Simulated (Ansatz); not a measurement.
Si: response to strain

The parent structure is Si in the diamond structure (space group Fd-3m, No. 227; a = 5.444 Å). Axes: x, y, z lie along the cube axes.

Strains are applied to the cell and any free atomic positions relax; under biaxial strain the out-of-plane vector relaxes too.

The values are results of plane-wave PAW DFT at the r2SCAN level (Ansatz, a quantum-chemistry and plane-wave program, 500 eV), no spin-orbit coupling, not measurements.

Candidates:
(a) tensor shear ε_xz = −0.80 %
(b) biaxial strain −1.13 %, plane normal [111], relaxed out of plane
(c) biaxial strain −1.11 %, plane normal [001], relaxed out of plane
(d) biaxial strain −2.33 %, plane normal [001], relaxed out of plane

For the base:

```
Property              Result
-------------------  -------
Smallest direct gap  2.74 eV
```

Order them by smallest direct gap, highest first.

(c) biaxial strain −1.11 %, plane normal [001], relaxed out of plane (2.67 eV), (d) biaxial strain −2.33 %, plane normal [001], relaxed out of plane (2.60 eV), (a) tensor shear ε_xz = −0.80 % (2.57 eV), (b) biaxial strain −1.13 %, plane normal [111], relaxed out of plane (2.54 eV)

Stability against distortions was not tested.
